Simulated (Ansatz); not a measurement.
We consider WGe2 (model structure, started from the AlB2 type, P6/mmm, No. 191, 3 atoms in the cell), described by r²SCAN in Ansatz (PAW).

Numerical settings: plane-wave cutoff 560 eV, 18×18×12 k mesh (along the axes of the cell as run), Fermi–Dirac smearing 0.05 eV, no spin polarisation, scalar-relativistic PAW data made under PBE.

Cell (relaxed at this level):

```yaml
crystal:
  lattice:
    - [4.58932, 0.00000, 0.00000]
    - [-2.29466, 3.97447, 0.00000]
    - [0.00000, 0.00000, 2.62890]
  atoms:
    - { symbol: W, position: [0.00000, 0.00000, 0.00000] }
    - { symbol: Ge, position: [0.33333, 0.66667, 0.50000] }
    - { symbol: Ge, position: [0.66667, 0.33333, 0.50000] }
```

### Question
What does this level give for the bulk modulus?

### Answer

* **bulk modulus**: 145 GPa

Note: the run has no spin polarisation, so it can have missed a magnetic state; the bulk modulus is −V dP/dV from two relaxed cells at ±2 % in volume; the relaxation could raise the start's symmetry but not lower it, so the cell can be a saddle point.

Spin–orbit coupling is not included; it can open a gap where bands touch, and shift volumes and moduli.

Static lattice: no zero-point or thermal effects.

Cost on a shared machine: around 30 core-minutes (rough).

A model structure was made by putting elements into a prototype or built by hand; it is no filed structure, need not be a known phase, and can be a saddle point held by its symmetry.

Ansatz is a first-principles code.
